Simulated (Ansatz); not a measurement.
The starting structures come from a database of crystals and need not be the phases stable at ambient conditions.

 Where the default PAW files enter, the runs use the earlier of Ansatz's two default sets.

Crystal: Li2ZnCl4 (Fd-3m, spinel, not sure to be the ambient phase, 14 atoms a cell, 19.4 Å³ an atom); planes in its conventional cell.

The numbers are results of r2SCAN (plane waves, PAW; Ansatz, a quantum-chemistry and plane-wave program), not measurements.

No gap correction and no spin-orbit coupling; mid-gap values are interpolated between computed energies.

| plane | area of the cell (Å²) | mid-gap κ (1/Å) | largest κ in the gap (1/Å) |
|---|---|---|---|
| (111) | 45.8 | 0.35 | 0.35 |
| (001) | 52.9 | ___ | ___ |

Q: The slowest decay depends on the direction. Supply the withheld values.

A: 
- (001), mid-gap κ (1/Å): 0.39
- (001), largest κ in the gap (1/Å): 0.40
